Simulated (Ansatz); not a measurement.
## A computed series for WSe2: response to strain

Consider WSe2 (space group P6_3/mmc, No. 194; a = 3.279 Å, c = 12.786 Å; layered, stacked along the Cartesian z axis).

Strains are applied to the cell and any free atomic positions relax.

Calculations: PBE-D3(BJ) (Ansatz, an electronic-structure program; PAW; 420 eV plane waves; no spin-orbit coupling).

Candidates:
(a) isotropic strain +2.40 %
(b) isotropic strain +0.60 %
(c) isotropic strain +1.80 %
(d) isotropic strain +3.00 %

Base values:

| Property | Value |
|---|---|
| Band gap | 0.87 eV |

Order them by band gap, lowest first.

(b) isotropic strain +0.60 % (0.90 eV), (d) isotropic strain +3.00 % (0.94 eV), (c) isotropic strain +1.80 % (0.97 eV), (a) isotropic strain +2.40 % (0.99 eV)

With W present, leaving out spin-orbit coupling can change the band edges. Whether these cells are dynamically stable was not tested.
